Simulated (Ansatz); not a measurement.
Step by step: reaction energy

Consider the reaction energy. Reaction: 2 CS (gas) → C (graphite) + CS2 (gas). Negative: the products are lower in energy.

Ansatz (a quantum-chemistry and plane-wave program) with PAW potentials; structures come from PBE+D3(BJ) relaxations, nuclei static, no net charge. Ansatz runs with its PAW set soft_1. Other levels take these structures, unless marked own geometry. The lattices are those relaxed with PBE+D3(BJ), so at other levels the solids can be strained, which adds to the spread. Space groups of crystals are read within 0.01 Å.

Total energies of the cells in eV, at zero smearing width. They compare only within one column; the weights balance every element.

```
cell          atoms  weight    r2SCAN+D4  r2SCAN+D4 (own geometry)
------------  -----  ------  -----------  ------------------------
C (graphite)      4      +1  -1006.95900               -1006.96563
CS2 (gas)         3      +4  -2062.30432               -2062.30941
CS (gas)          2      −8  -1154.25530               -1154.25839
```

r2SCAN+D4: (-1006.95900) + 4 × (-2062.30432) − 8 × (-1154.25530) = -22.134 eV; dividing by 4 gives -5.53 eV.

r2SCAN+D4 (own geometry): (-1006.96563) + 4 × (-2062.30941) − 8 × (-1154.25839) = -22.136 eV; dividing by 4 gives -5.53 eV.

What follows from the r2SCAN+D4 value: Per mole of the reaction as written, -5.533 eV × 96.485 = -533.9 kJ.
